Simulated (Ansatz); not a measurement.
**Input and output of a self-consistent single point for CuIr2S4 (I4_1/amd, 14 atoms in the cell) (Ansatz, a program for electronic structure)**

Method of the run: PBEsol, default PAW files made with PBE (plane waves; Ansatz).

Input:

Ansatz 0.2 input:
```yaml
crystal:
  lattice:
    - [-3.432250, 3.432250, 5.012850]
    - [3.432250, -3.432250, 5.012850]
    - [3.432250, 3.432250, -5.012850]
  atoms:
    - { symbol: Cu, position: [0.000000, 0.000000, 0.000000] }
    - { symbol: Cu, position: [0.750000, 0.250000, 0.500000] }
    - { symbol: Ir, position: [0.875000, 0.625000, 0.250000] }
    - { symbol: Ir, position: [0.375000, 0.625000, 0.250000] }
    - { symbol: Ir, position: [0.375000, 0.625000, 0.750000] }
    - { symbol: Ir, position: [0.375000, 0.125000, 0.750000] }
    - { symbol: S, position: [0.629000, 0.391000, 0.238000] }
    - { symbol: S, position: [0.141000, 0.403000, 0.262000] }
    - { symbol: S, position: [0.153000, 0.391000, 0.762000] }
    - { symbol: S, position: [0.141000, 0.879000, 0.738000] }
    - { symbol: S, position: [0.121000, 0.859000, 0.262000] }
    - { symbol: S, position: [0.609000, 0.371000, 0.762000] }
    - { symbol: S, position: [0.597000, 0.859000, 0.738000] }
    - { symbol: S, position: [0.609000, 0.847000, 0.238000] }
kpoints:
  mp_grid: { grid: [6, 6, 6] }
hamiltonian:
  xc: pbesol
  pseudopotentials: { kind: paw }
scf:
  occupations: { method: gaussian, width: 0.05 }
output:
  forces: true
  eigenvalues: true
  stress: true
```

Output, abridged:

```
WARN basis.ecutwfc = 420 eV, the default
WARN ansatz: RAYON_NUM_THREADS=1 ignored (pool sized by the plan → 1); use --threads N
Pseudopotentials: kind: paw
Pseudopotential: Cu, paw, valence charge 19
Pseudopotential: Ir, paw, valence charge 17
Pseudopotential: S, paw, valence charge 6
Crystal: 14 atoms, lattice volume = 236.212 Å³
Basis set: ecut = 420 eV, 4629 PW (Γ), exchange–correlation on 96×96×96 points (8 copies of the dense FFT grid, shifted against one another)
Bands: 93, of which v1, the nominal top of the filled ones, is band 77 counted from 1 (76 counted from 0)
Symmetry: 16 space group operations
Space group: I41/amd (ITA 141), of the structure as read, at distance tolerance 6.2e-5 Å
k-points: 30 of 216
PAW frozen core: Cu, regenerated for the run's functional, and the local potential with it
PAW frozen core: Ir, regenerated for the run's functional, and the local potential with it
PAW frozen core: S, regenerated for the run's functional, and the local potential with it
Initial density: superposition of atomic densities (neutral atoms: chi_scale 0, normalization atom), corrected by the library's trained network
Initial wavefunctions: pseudopotential atomic-orbital guess
Eigensolver: davidson
Functional: x = pbesol(κ = 0.804, μ = 0.12345679012345678), c = pbesol(β = 0.046)
SCF iter   1: F=—  HF=-67458.858996 eV  |F-HF|=—  |Δ(HF+E_count)|=         —  Δρ=1.07e-2  dr2=2.64e-1  ethr=1.77e-3  ⟨swp⟩=5.7  Hψ=10285  notcnv=0  defer=77
all-band conjugate gradients solve this SCF's bands
preconditioner: auto → LDOS
SCF iter   2: F=—  HF=-67458.840084 eV  |F-HF|=—  |Δ(HF+E_count)|=   1.89e-2  Δρ=6.81e-3  dr2=6.24e-2  ethr=1.71e-4  ⟨swp⟩=2.0  Hψ=5609  notcnv=0  defer=211
SCF iter   3: F=—  HF=-67458.829422 eV  |F-HF|=—  |Δ(HF+E_count)|=   1.07e-2  Δρ=6.55e-3  dr2=7.32e-2  ethr=4.05e-5  ⟨swp⟩=2.0  Hψ=5157  notcnv=0  defer=211
SCF iter   4: F=—  HF=-67458.822750 eV  |F-HF|=—  |Δ(HF+E_count)|=   6.67e-3  Δρ=4.26e-3  dr2=3.09e-2  ethr=4.05e-5  ⟨swp⟩=1.0  Hψ=2599  notcnv=0  defer=211
SCF iter   5: F=—  HF=-67458.818629 eV  |F-HF|=—  |Δ(HF+E_count)|=   4.12e-3  Δρ=1.65e-3  dr2=4.89e-3  ethr=2.01e-5  ⟨swp⟩=2.0  Hψ=2935  notcnv=0  defer=210
SCF iter   6: F=—  HF=-67458.818079 eV  |F-HF|=—  |Δ(HF+E_count)|=   5.49e-4  Δρ=5.05e-4  dr2=5.13e-4  ethr=3.17e-6  ⟨swp⟩=2.0  Hψ=3107  notcnv=0  defer=210
SCF iter   7: F=—  HF=-67458.818058 eV  |F-HF|=—  |Δ(HF+E_count)|=   2.18e-5  Δρ=2.22e-4  dr2=9.65e-5  ethr=3.33e-7  ⟨swp⟩=1.2  Hψ=2786  notcnv=0  defer=210
SCF iter   8: F=—  HF=-67458.817778 eV  |F-HF|=—  |Δ(HF+E_count)|=   2.79e-4  Δρ=8.31e-5  dr2=9.49e-6  ethr=6.27e-8  ⟨swp⟩=2.3  Hψ=3752  notcnv=0  defer=210
SCF iter   9: F=—  HF=-67458.817778 eV  |F-HF|=—  |Δ(HF+E_count)|=   7.04e-8  Δρ=7.52e-6  dr2=1.00e-7  ethr=6.17e-9  ⟨swp⟩=2.0  Hψ=3135  notcnv=0  defer=210
SCF iter  10: F=-67458.817778 eV  HF=-67458.817778 eV  |F-HF|=1.03e-8  |Δ(HF+E_count)|=   4.70e-8  Δρ=2.40e-6  dr2=1.34e-8  ethr=6.49e-11  ⟨swp⟩=10.4  Hψ=11690  notcnv=0
SCF 1 converged in 10 iterations: F = -67458.817778 eV  dr2 = 1.34e-8
SCF converged after 10 iterations
Free energy (F): -67458.817778 eV
Harris-Foulkes:  -67458.817778 eV  (|F-HF|=1.03e-8)
Internal energy: -67458.803234 eV  (E = F + TS)
E sigma→0 (E₀):  -67458.810506 eV
Entropy (-TS):   -0.014544 eV (-1.039 meV/atom)
Fermi energy:    11.786832 eV
--- Per-component energies (eV) ---
  E_band       = -1898.538852
  E_kinetic    = 3958.492449
  E_local      = -19515.022223  (includes V_loc(G=0)·N_el)
  E_nonlocal   = 1321.868880
  E_hartree    = 8176.535949
  E_xc         = -2013.452471
  E_vxc        = -2129.558783  (∫ρ·V_xc dr)
  E_paw        = -44287.196516  (= ΣΔE_a)
  E_vpaw       = -1887.384406  (= ΣTr[D̂ρ^β])
  E_aug_tail   = 0.000767  (compensation charges beyond the density's cutoff)
  E_ewald      = -15101.999207
  E_core_change = 1.969138  (= ΣΔE_core)
  E_smearing   = -0.014544  (= −TS)
  E_closure    = -0.000000  (closes the sum)
  Σ components = -67458.817778   (vs F -67458.817778, Δ=0.00e0)
--- Forces (eV/Å), atoms counted from 1 ---
  atom   1  Cu     0.00000000    -0.00000000     0.00000000
  atom   2  Cu     0.00000000     0.00000000     0.00000000
  atom   3  Ir     0.00000000     0.00000000     0.00000000
  atom   4  Ir     0.00000000     0.00000000     0.00000000
  atom   5  Ir     0.00000000     0.00000000     0.00000000
  atom   6  Ir     0.00000000     0.00000000     0.00000000
  atom   7  S      0.00000000    -0.35788534    -0.13740463
  atom   8  S      0.35788534     0.00000000    -0.13740463
  atom   9  S     -0.00000000     0.35788534    -0.13740463
  atom  10  S     -0.35788534    -0.00000000    -0.13740463
  atom  11  S     -0.00000000     0.35788534     0.13740463
  atom  12  S      0.35788534     0.00000000     0.13740463
  atom  13  S     -0.00000000    -0.35788534     0.13740463
  atom  14  S     -0.35788534     0.00000000     0.13740463
  max |Σ_I F_I| component: 8.33e-17 eV/Å
--- Stress (GPa, compression-positive) ---
       -2.091705       0.000000      -0.000000
        0.000000      -2.091705      -0.000000
        0.000000       0.000000      -1.468552
  P = ⅓ Tr σ = -1.8840 GPa (-18.840 kbar)
  The stress holds the Pulay correction. Without it, at fixed plane waves, as pw.x and ABINIT print it: P = -1.9195 GPa
--- Band table (eV; the first three rows and the last of 30) ---
  k-point 0: bands = ["-100.1535", "-100.1534", "-80.2362", "-80.2352", "-80.2351", "-80.2351", "-57.7125", "-57.7125", "-57.6737", "-57.6737", "-57.6737", "-57.6737", "-37.1793", "-37.1793", "-37.1780", "-37.1638", "-37.1618", "-37.1534", [...]
  k-point 1: bands = ["-100.1535", "-100.1534", "-80.2361", "-80.2352", "-80.2351", "-80.2351", "-57.7125", "-57.7125", "-57.6737", "-57.6737", "-57.6737", "-57.6737", "-37.1791", "-37.1781", "-37.1779", "-37.1646", "-37.1610", "-37.1528", [...]
  k-point 2: bands = ["-100.1535", "-100.1534", "-80.2359", "-80.2353", "-80.2352", "-80.2351", "-57.7125", "-57.7125", "-57.6737", "-57.6737", "-57.6737", "-57.6737", "-37.1786", "-37.1777", "-37.1749", "-37.1671", "-37.1585", "-37.1512", [...]
  k-point 29: bands = ["-100.1535", "-100.1535", "-80.2357", "-80.2357", "-80.2351", "-80.2351", "-57.7125", "-57.7125", "-57.6737", "-57.6737", "-57.6737", "-57.6737", "-37.1754", "-37.1754", "-37.1709", "-37.1709", "-37.1559", "-37.1559", [...]
```

The run converged in 10 iterations.

The starting cell comes from a database of published, mostly measured structures (it also holds non-ambient and calculated ones), without a prior relaxation at this level. Spin-orbit coupling is off. Spin polarisation is off. Ansatz's pressure includes its estimate of the finite-basis (Pulay) stress.

Cost on one core of a shared machine: roughly 40 s.
